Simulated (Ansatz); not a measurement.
This Ansatz (an electronic-structure program) input is the reference run, TiTe2 in the CdI2 type structure (space group P-3m1, No. 164; layered, stacked along the Cartesian z axis), computed with r2SCAN+rVV10 (Ansatz; PAW; 500 eV plane waves; without spin-orbit coupling):

Ansatz 0.2 input:
```yaml
crystal:
  lattice:
    - [3.7839644462, 0, 0]
    - [-1.8919822231, 3.2770093374, 0]
    - [0, 0, 6.6016145146]
  atoms:
    - { symbol: Ti, position: [0, 0, 0] }
    - { symbol: Te, position: [0.3333333333, 0.6666666667, 0.2568502678] }
    - { symbol: Te, position: [0.6666666667, 0.3333333333, 0.7431497322] }
basis: { ecutwfc: 500, ecutrho_ratio: 4, xc_grid: 4, fft_grid_basis: typed }
kpoints: { mp_grid: { grid: [14, 14, 7] } }
hamiltonian:
  xc: r2scan
  dispersion: rvv10
  pseudopotentials: { kind: paw }
scf: { occupations: { method: fermi_dirac, width: 0.05 }, convergence: { dr2_threshold: 0.0000000003 } }
output: { forces: true, stress: true }
checkpoint: { write: state.ck, write_every: 1000 }
```

Task: Write the input for this change: a free-standing slab of 1 layer (3 atoms, 3 a layer) is cut normal to the stacking axis, with 15 Å of vacuum and the in-plane cell relaxed.

Result: 
Ansatz 0.2 input:
```yaml
crystal:
  lattice:
    - [3.7839644462, 0, 0]
    - [1.8919822231, 3.2770093374, 0]
    - [0, 0, 18.391252912]
  atoms:
    - { symbol: Te, position: [0.6666666667, 0.6666666667, 0.407802559] }
    - { symbol: Ti, position: [0, 0, 0.5] }
    - { symbol: Te, position: [0.3333333333, 0.3333333333, 0.592197441] }
basis: { ecutwfc: 500, ecutrho_ratio: 4, xc_grid: 4, fft_grid_basis: typed }
kpoints: { mp_grid: { grid: [14, 14, 1] } }
hamiltonian:
  xc: r2scan
  dispersion: rvv10
  pseudopotentials: { kind: paw }
scf: { occupations: { method: fermi_dirac, width: 0.05 } }
relax: { f_tol: 0.01, max_steps: 60, cell: { stress_tol: 0.02, fix: [c, alpha, beta] } }
output: { forces: true, stress: true }
checkpoint: { write: state.ck, write_every: 1000 }
```
This is the input that was run; other choices of cell and start would serve too.

Whether these cells are dynamically stable was not tested. All final runs are without spin polarisation.
